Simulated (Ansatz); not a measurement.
## TiS2 under a change: P on a S site, symmetric start

Take a 9-atom supercell of TiS$_{2}$ in the CdI2 type structure (space group P-3m1, No. 164; a = 3.360 Å, c = 5.523 Å; layered, stacked along the Cartesian z axis) at its relaxed geometry as the base.

Modification: a neutral P on a S site, symmetric start, atoms relaxed at fixed cell.

All numbers come from plane-wave PAW DFT at the PBE-D3(BJ) level (Ansatz, an electronic-structure program, 420 eV), no SOC, earlier PAW set. Γ-centred 8×8×8 mesh, Fermi–Dirac width 0.05 eV.

Pressure: -1.4 GPa (base 0.0 GPa)
Energy gained by relaxation: 0.03 eV
Mean distance from the defect site to its nearest host atoms: 2.45 Å (base 2.41 Å)

The cell is small, so the values are those of an ordered compound at a high defect concentration; dilute-limit values will differ. The defect started on the symmetric site and kept its symmetry, so it may sit on a saddle. The final runs are not spin-polarised. The defect cell is not spin-polarised.
